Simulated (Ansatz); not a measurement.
Take CaTiO3 in the cubic perovskite structure (space group Pm-3m, No. 221; a = 3.841 Å; a model cell) as the base.

The change: full substitution Ca → Sr, then cell and atoms are relaxed.

Levels (all Ansatz, an electronic-structure program, PAW, earlier PAW set): PBEsol (420 eV, no spin-orbit coupling); PBEsol+SOC (420 eV, spin-orbit coupling included).

The geometry is relaxed with PBEsol.

| Property | Value |
|---|---|
| PBEsol smallest direct gap | 2.19 eV |
| PBEsol lowest conduction level above the VBM at special points | Γ 1.86 eV; X 2.03 eV; M 3.87 eV; R 4.56 eV |

Question: What does PBEsol+SOC give at this geometry for the hole mass, electron mass, smallest direct gap and lowest conduction level above the VBM at special points?

Answer: The hole mass (degenerate bands, along [100]) is 0.78, 2.1 mₑ (at R); the electron mass (degenerate bands, along [100]) is 0.37, 1.0 mₑ (at Γ); the smallest direct gap falls by 0.03 eV (2.19 eV → 2.16 eV); the lowest conduction level above the VBM at special points becomes Γ 1.84 eV; X 2.03 eV; M 3.86 eV; R 4.55 eV (PBEsol: Γ 1.86 eV; X 2.03 eV; M 3.87 eV; R 4.56 eV).

Single points use the geometry relaxed with PBEsol. Differences between runs with and without spin-orbit coupling are approximate. Effective masses come from finite differences of ±0.01 Å⁻¹. Whether these cells are dynamically stable was not tested. The runs without spin-orbit coupling are not spin-polarised. Many cubic perovskites are stable only at high temperature; tilts and polar distortions were not tested.
